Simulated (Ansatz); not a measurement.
Base system: SnC in the rock salt structure (space group Fm-3m, No. 225; a = 4.801 Å; a hypothetical phase, not in the database extracts checked; relaxed with 0.1 eV smearing). Axes: x, y, z lie along the cube axes.

All numbers come from Ansatz (a program for electronic structure), PBE, PAW, cutoff 420 eV, no SOC.

Strains are applied to the cell and any free atomic positions relax; under biaxial strain the out-of-plane vector relaxes too.

One change was made to it. Results:

```tsv
quantity	base	after
pressure	0.0 GPa	-14.2 GPa
energy relative to the base (free energy F)	0 meV/atom	+130 meV/atom
```

**Question.** Name the change that was made.
A) uniaxial strain ε_xx = +5.16 %
B) isotropic strain +0.55 %
C) biaxial strain +2.97 %, plane normal [111], relaxed out of plane
D) isotropic strain +5.66 %

**Answer.** D, isotropic strain +5.66 %. For comparison, the energy relative to the base in the other runs: uniaxial strain ε_xx = +5.16 % gives +22 meV/atom; biaxial strain +2.97 %, plane normal [111], relaxed out of plane gives +22 meV/atom; isotropic strain +0.55 % gives +1.5 meV/atom.

Whether these cells are dynamically stable was not tested. All final runs are without spin polarisation.
